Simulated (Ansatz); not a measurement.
# A computed series for hypothetical CsCl type InP: pressure series

The reference is InP in the CsCl type structure (space group Pm-3m, No. 221; a = 3.449 Å; a hypothetical phase, not in the database extracts checked).

Cell and atoms are relaxed at each pressure.

Levels (all Ansatz, a quantum-chemistry and plane-wave program, PAW): PBE (420 eV, spin-orbit coupling left out); PBEsol (420 eV, no SOC).

The base cell above is that of PBE; each level relaxes its own structures.

```csv
case,"lattice parameter a, PBE","lattice parameter a, PBEsol"
pressure −2 GPa,3.488 Å,?
pressure −1 GPa,3.468 Å,?
pressure 0.3 GPa,3.443 Å,3.384 Å
pressure 0.7 GPa,3.437 Å,3.378 Å
pressure 1.5 GPa,3.423 Å,?
pressure 3 GPa,3.401 Å,?
pressure 5 GPa,3.373 Å,3.324 Å
pressure 7.5 GPa,3.343 Å,3.297 Å
pressure 10 GPa,3.316 Å,3.272 Å
```

Complete the table.


- pressure −2 GPa, lattice parameter a, PBEsol: 3.420 Å
- pressure −1 GPa, lattice parameter a, PBEsol: 3.404 Å
- pressure 1.5 GPa, lattice parameter a, PBEsol: 3.367 Å
- pressure 3 GPa, lattice parameter a, PBEsol: 3.348 Å

PBE lies above PBEsol in every row, by 0.043 Å to 0.068 Å. They put the cases in the same order.

Load acts through the strain it causes; cell and atoms are relaxed under it. Stability against distortions was not tested. Competing high-pressure phases were not computed. All final runs are without spin polarisation.
